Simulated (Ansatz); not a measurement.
Functionals compared on F on the 1x1 (100) surface of monoclinic ZrO2 (cut with top plane 2 O), one in a 1x1 cell, started at the site 'over Zr at depth 1.1 Å', in Ansatz (plane waves, PAW). The structure was relaxed with PBE; the other rows are single points on it, each with its references at the same level. Cutoff 420 eV (500 eV for r2SCAN). The points keep PBE's geometry, so the relaxation of a polaron and the settling of charge on one site are left out.

Host crystal: monoclinic ZrO2, with a band gap (PBE, scalar-relativistic without spin-orbit coupling).

Slab: 25 atoms, 9.4 Å thick at the start under the adsorbate (thin: gaps and levels are the slab's own); k 4x4x1, smearing 0.01 eV, dipole-corrected; 12 atoms held, the rest relaxed; no symmetry held; spin-polarised, ending with about 1.0 μB a cell, a value that depends on the mesh; orders that need a larger cell were not tried, no spin-orbit, no U, no dispersion correction. The slab shows no gap over 0.04 eV on its mesh. At the end it is bonded to Zr. In PBE it is, or lies within 0.03 eV of, the lowest of the starts that converged. These notes are the PBE run's. r2SCAN: The program's check for a lower electronic state was not made. Adsorption energies are against ½ F2(g). A negative adsorption energy means that the adsorbate is more stable on the surface than in its reference.

```json
[
 {"functional": "PBE", "adsorption energy (eV)": "-1.62", "work function of the top face (eV)": "8.78", "rough cost of the single point": "–"},
 {"functional": "RPBE", "adsorption energy (eV)": "-1.54", "work function of the top face (eV)": "8.64", "rough cost of the single point": "around 4 core-minutes (rough)"},
 {"functional": "r2SCAN", "adsorption energy (eV)": "-1.76", "work function of the top face (eV)": "8.89", "rough cost of the single point": "around 10 core-minutes (rough)"}
]
```

Ansatz is an electronic-structure program.
